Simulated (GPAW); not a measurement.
**σxx against uniaxial strain in bcc Mo (space group 229): C11 (GPAW, PBEsol)**

```yaml
crystal:
  lattice:
    - [-1.54059, 1.56405, 1.56405]
    - [1.54059, -1.56405, 1.56405]
    - [1.54059, 1.56405, -1.56405]
  atoms:
    - { symbol: Mo, position: [0.00000, 0.00000, 0.00000] }
```

Computed with PBEsol, GPAW PAW datasets PBEsol (made by gpaw-setup) (plane waves; GPAW). Settings: mode = pw; ecut = 585 eV; xc = PBEsol; kpts = 38 38 38; mesh shift (steps) = 0 0 0; occupations.name = fermi-dirac; occupations.width = 0.05 eV; nbands = -5; convergence.density = 1e-06 e/electron; convergence.energy = 1e-06 eV/electron; symmetry.symmorphic = false; symmetry.tolerance = 0.0005; maxiter = 150. The cell above is the first row's. The rows stretch one cube axis (x) by the strain ε and hold the other two. Stress is positive in tension. In all rows the k mesh is held.

```
ε (%)  σxx (GPa)
-----  ---------
-1.5           ?
-1.0       -5.00
-0.5       -2.41
0.0         0.10
0.5         2.53
1.0         4.88
1.5         7.15
2.0         9.35
```

Question: Using a parabola, estimate the missing σxx at ε = -1.5 from the other rows, showing the fit.

Answer: Least squares gives σxx = 0.099 + 4.9398·ε - 0.1576·ε². Residuals (row less fit): -0.002, 0.000, 0.001, 0.000, -0.001, -0.004, 0.002; standard error 0.003 (degrees of freedom: 4). The slope at ε = 0, 4.9398 GPa per cent, gives C11 ≈ 100 × 4.9398 = 494 GPa, for the static lattice. At the withheld row, σxx = 0.099 + 4.9398 × (-1.5) - 0.1576 × (-1.5)² = -7.665 GPa. The calculation gives -7.68 GPa, 0.015 GPa below the prediction (0.1 % of the range of σxx in the table). The row lies outside the fitted rows, so this is an extrapolation.

Carrying the step between the two nearest rows on in a straight line would have given -7.59, off by 0.09; series whose last step already gives the withheld value aren't shown. The reference cell has the volume at which an earlier scan in this program and functional put its minimum by a fit. The unstrained cell stands at a pressure of -0.10 GPa, and the constants belong to that pressure. Spin polarisation is off. Without a gap such slopes are sensitive to mesh and smearing. Cutoffs and mesh are single choices, not tested for convergence of this quantity. Series with a scatter that would blur these digits, or in which a gap closes, are not shown. Strain series were run only where this level's volume lies within 10 % of a first guess from the measured size.
